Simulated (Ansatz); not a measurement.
The reference is HfO₂ in the fluorite structure (space group Fm-3m, No. 225; a = 5.001 Å). Axes: x, y, z lie along the cube axes.

Calculations: Ansatz (an electronic-structure program) LDA, no SOC.

Before the change:

| Quantity | Result |
|---|---|
| Band gap | 3.66 eV |
| Electron mass | 1.1 mₑ along k, 0.68 mₑ across (at X) |
| Shortest interatomic distance | 2.166 Å |

The change: a pure shear with ε_xy = ε_yx = 0.0057; the atoms relax in the strained cell.

Question: How does this affect the band gap, stress, energy relative to the base, electron mass and shortest interatomic distance?

Answer: The band gap stays 3.66 eV; the stress (xx, yy, zz, yz, xz, xy; compression positive) is (0.01, 0.01, 0.01, 0.00, 0.00, -0.85) GPa; the energy hardly moves; the electron mass remains 1.1 mₑ along k, 0.68 mₑ across (at X); the shortest interatomic distance decreases by 0.0055 Å to 2.160 Å.

With Hf present, leaving out spin-orbit coupling can change the band edges. Effective masses come from finite differences of ±0.01 Å⁻¹. Along k means along the line from Γ to the band edge. No phonon test of stability was made. This is not the structure that HfO2 has at room temperature and ambient pressure.
